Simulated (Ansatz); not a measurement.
# Pressure series in hypothetical CsCl type NbP

Consider NbP in the CsCl type structure (space group Pm-3m, No. 221; a = 3.0792 Å; a hypothetical phase, not in the database extracts checked).

Cell and atoms are relaxed at each pressure.

Level of theory: PBEsol, PAW, 420 eV (Ansatz, an electronic-structure program; scalar-relativistic without spin-orbit coupling).

```csv
pressure (GPa),volume per atom (Å³/atom)
-1,14.668
0,14.597
0.3,14.576
0.7,14.549
1.5,?
3,14.396
5,14.268
7.5,14.116
10,13.973
```

### Question
Fit the third-order Birch–Murnaghan form P(V) = (3B₀/2)[(V₀/V)^(7/3) − (V₀/V)^(5/3)]·[1 + (3/4)(B₀′ − 4)((V₀/V)^(2/3) − 1)] (squares taken in P) to the rows shown and predict the withheld row.

### Answer
Least squares on the printed values gives V₀ = 14.597 Å³/atom, B₀ = 209 GPa, B₀′ = 4.0; this predicts 14.494 Å³/atom, and the run gives 14.494 Å³/atom, in agreement.

Load acts through the strain it causes; cell and atoms are relaxed under it. Stability against distortions was not tested. No other phases were tried under pressure. The final runs are not spin-polarised.
